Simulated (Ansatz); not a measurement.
An Ansatz (an electronic-structure program) run: Nb2O5 with a change (biaxial strain +1.58 %, plane normal [001], relaxed out of plane); PBEsol (Ansatz; PAW; 420 eV plane waves; scalar-relativistic without spin-orbit coupling).

Input:

Ansatz 0.2 input:
```yaml
crystal:
  lattice:
    - [3.9807134154, 0, 0]
    - [0.6236249258, 3.9315609175, 0]
    - [1.9162284631, -1.7628262199, 5.0424580061]
  atoms:
    - { symbol: Nb, position: [0.058792286, 0.8513746358, 0.7074101659] }
    - { symbol: Nb, position: [0.8560355301, 0.2337975481, 0.2925898341] }
    - { symbol: O, position: [0.2229391444, 0.2770608556, 0.5] }
    - { symbol: O, position: [0.5672656748, 0.6375292177, 0.6509005726] }
    - { symbol: O, position: [0.0133713549, 0.7818337526, 0.3490994274] }
    - { symbol: O, position: [0.1525532455, 0.2425312466, 0.9595940109] }
    - { symbol: O, position: [0.7170627643, 0.8878527436, 0.0404059891] }
basis: { ecutwfc: 420, ecutrho_ratio: 4, xc_grid: 2, fft_grid_basis: typed }
kpoints: { mp_grid: { grid: [9, 9, 9] } }
hamiltonian:
  xc: pbesol
  dispersion: none
  pseudopotentials: { kind: paw }
scf: { occupations: { method: fermi_dirac, width: 0.05 } }
relax: { f_tol: 0.005, max_steps: 50, cell: { stress_tol: 0.01, fix: [a, b, gamma] } }
output: { forces: true, stress: true }
checkpoint: { write: state.ck, write_every: 1000 }
```

Output (explanatory and most iteration lines left out):

```
Relaxation: its limit of steps is 50 (relax.max_steps)
Pseudopotential: Nb, paw, valence charge 13
Pseudopotential: O, paw, valence charge 6
Crystal: 7 atoms, lattice volume = 78.917 Å³
Basis set: ecut = 420 eV, 1541 PW (Γ), exchange–correlation on 54×54×80 points (8 copies of the dense FFT grid, shifted against one another)
Bands: 35, of which v1, the nominal top of the filled ones, is band 28 counted from 1 (27 counted from 0)
Symmetry: 2 space group operations
Space group: C2 (ITA 5), of the structure as read, at distance tolerance 4.3e-5 Å
k-points: 205 of 729 (time reversal used)
Functional: x = pbesol(κ = 0.804, μ = 0.12345679012345678), c = pbesol(β = 0.046)
SCF iter   1: F=—  HF=-11799.068045 eV  |F-HF|=—  |Δ(HF+E_count)|=         —  Δρ=2.13e-2  dr2=3.21e-1  ethr=1.77e-3  ⟨swp⟩=6.0  Hψ=30044  notcnv=0
SCF iter   2: F=—  HF=-11799.018835 eV  |F-HF|=—  |Δ(HF+E_count)|=   4.92e-2  Δρ=8.79e-3  dr2=5.19e-2  ethr=5.73e-4  ⟨swp⟩=2.2  Hψ=12585  notcnv=0  defer=359
SCF 1 converged in 9 iterations: F = -11799.010821 eV  dr2 = 1.58e-8
relax step   1: F+E_penalty+E_count = -11799.01082132 eV  Δ(F+E_penalty+E_count) = +0.000e0 eV  max|allowed force component| = 4.752e-1 eV/Å  Δτ_max = 0.0000 Å  P = -4.204 GPa  Ω = 78.917 Å³  fix = [a, b, gamma]  reactions: a -5.834, b -5.834 GPa; gamma -0.811 GPa/rad  (9 SCF iters, dr2 threshold 1.00e-7 eV, accepted)
[... steps on the carried basis left out ...]
relax step   8: F+E_penalty+E_count = -11799.04433086 eV  Δ(F+E_penalty+E_count) = +9.082e-6 eV  max|allowed force component| = 8.716e-4 eV/Å  Δτ_max = 0.0008 Å  P = -0.822 GPa  Ω = 78.872 Å³  energy of the carried Pulay correction = -2.061e-5 eV  fix = [a, b, gamma]  reactions: a -1.233, b -1.233 GPa; gamma -0.341 GPa/rad  (5 SCF iters, dr2 threshold 3.78e-9 eV, accepted)
Crystal: 7 atoms, lattice volume = 78.872 Å³
SCF iter   1: F=—  HF=-11799.044345 eV  |F-HF|=—  |Δ(HF+E_count)|=         —  Δρ=2.53e-6  dr2=2.74e-9  ethr=4.83e-8  ⟨swp⟩=3.9  Hψ=51250  notcnv=0
SCF iter   2: F=—  HF=-11799.044350 eV  |F-HF|=—  |Δ(HF+E_count)|=   4.07e-6  Δρ=1.32e-6  dr2=1.05e-9  ethr=4.90e-12  ⟨swp⟩=3.3  Hψ=15940  notcnv=0
SCF 9 converged in 7 iterations: F = -11799.044350 eV  dr2 = 7.46e-13
SCF converged after 7 iterations
Free energy (F): -11799.044350 eV
Internal energy: -11799.044350 eV  (E = F + TS)
E sigma→0 (E₀):  -11799.044350 eV
Fermi energy:    11.084738 eV
--- Forces (eV/Å), atoms counted from 1 ---
  atom   1  Nb     0.00028726     0.00039074     0.00021678
  atom   2  Nb    -0.00043092    -0.00022250    -0.00021678
  atom   3  O      0.00015806    -0.00018510     0.00000000
  atom   4  O      0.00024140     0.00084735     0.00063736
  atom   5  O     -0.00087471    -0.00010568    -0.00063736
  atom   6  O      0.00016653    -0.00048423    -0.00049309
  atom   7  O      0.00045216    -0.00024034     0.00049309
--- Stress (GPa, compression-positive) ---
       -1.210566       0.141489      -0.000212
        0.141489      -1.255452      -0.000181
       -0.000212      -0.000181       0.002127
  P = ⅓ Tr σ = -0.8213 GPa (-8.213 kbar)
--- Relaxed structure (7 steps of the walk, 7 accepted, 2 SCFs on fresh bases) ---
  cell:  # Å, volume = 78.8717 Å³
    - [3.9807000740935248, -1.1391934183315084e-5, -0.01030610503765471]
    - [0.6236115844591734, 3.9315495255364854, -0.010306105043691713]
    - [1.903172113791275, -1.7739747995470243, 5.038613970618067]
  atoms:
    - { symbol: Nb, position: [0.0636507966516297, 0.8491931128620276, 0.7051498961062014] }
    - { symbol: Nb, position: [0.8559567832441739, 0.23119930724216886, 0.2948501038937985] }
    - { symbol: O, position: [0.21784681743290385, 0.28215318256709604, 0.49999999999999983] }
    - { symbol: O, position: [0.5635143543297934, 0.6384740597971622, 0.6479759238927411] }
    - { symbol: O, position: [0.009501864095579043, 0.7885097217774655, 0.35202407610725855] }
    - { symbol: O, position: [0.1530313121097503, 0.2377916985287205, 0.9623097706648904] }
    - { symbol: O, position: [0.72451807213617, 0.8846589172253595, 0.03769022933510965] }
```

Stability against distortions was not tested. The cell was made from Nb₂O₅ (space group C2, No. 5; a cell from a computed database, its experimental status unchecked) by this change: biaxial strain +1.58 %, plane normal [001], relaxed out of plane.
